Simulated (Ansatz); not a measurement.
Consider Ag in the fcc (Cu type) structure (space group Fm-3m, No. 225; relaxed with 0.1 eV smearing).

```
CELL_PARAMETERS angstrom
      0.00000     2.05214     2.05214
      2.05214     0.00000     2.05214
      2.05214     2.05214     0.00000
ATOMIC_POSITIONS crystal
  Ag 0.00000 0.00000 0.00000
```

Cartesian axes are those of the cell as printed.

Method: DFT with r2SCAN, PAW potentials and a 500 eV plane-wave cutoff in Ansatz (a program for electronic structure), spin-orbit coupling left out.

Strains are applied to the cell and any free atomic positions relax; under biaxial strain the out-of-plane vector relaxes too.

One change was made to it. Results:

The shortest interatomic distance decreases by 0.018 Å (2.902 Å → 2.884 Å); the energy rises by 10 meV/atom.

### Question
Name the change that was made.
A. biaxial strain +1.25 %, plane normal [111], relaxed out of plane
B. biaxial strain +0.42 %, plane normal [111], relaxed out of plane
C. biaxial strain +0.83 %, plane normal [111], relaxed out of plane
D. biaxial strain +2.08 %, plane normal [111], relaxed out of plane
E. biaxial strain +2.50 %, plane normal [111], relaxed out of plane

### Answer
E, biaxial strain +2.50 %, plane normal [111], relaxed out of plane. For comparison, the energy relative to the base in the other runs: biaxial strain +1.25 %, plane normal [111], relaxed out of plane gives +2.7 meV/atom; biaxial strain +2.08 %, plane normal [111], relaxed out of plane gives +7.1 meV/atom; biaxial strain +0.42 %, plane normal [111], relaxed out of plane gives +0.3 meV/atom; biaxial strain +0.83 %, plane normal [111], relaxed out of plane gives +1.2 meV/atom.

Stability against distortions was not tested.
